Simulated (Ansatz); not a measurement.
L1₀ (CuAu-type) FePt was calculated with LDA (Ansatz, a program for electronic structure, PAW).

Numerical settings: plane-wave cutoff 500 eV, 20×20×16 k mesh (along the axes of the cell as run), Fermi–Dirac smearing 0.1 eV, spin-polarised with parallel moments, scalar-relativistic PAW data made under PBE.

Cell (relaxed at this level):

```cif
data_FePt
_chemical_formula_sum 'Fe1 Pt1'
_space_group_name_H-M_alt 'P 1'
_space_group_IT_number 1
_cell_length_a 2.66011
_cell_length_b 2.66011
_cell_length_c 3.67839
_cell_angle_alpha 90.000
_cell_angle_beta 90.000
_cell_angle_gamma 90.000
loop_
_space_group_symop_operation_xyz
  'x, y, z'
loop_
_atom_site_label
_atom_site_type_symbol
_atom_site_fract_x
_atom_site_fract_y
_atom_site_fract_z
_atom_site_occupancy
Fe1 Fe 0.00000 0.00000 0.00000 1
Pt1 Pt 0.50000 0.50000 0.50000 1
```

What does this level give for the magnetic moment (largest site, within a sphere)?


magnetic moment (largest site, within a sphere): 2.72 μB

Moments are spin moments.

Spin–orbit coupling is not included.

Computed values are for the static lattice.
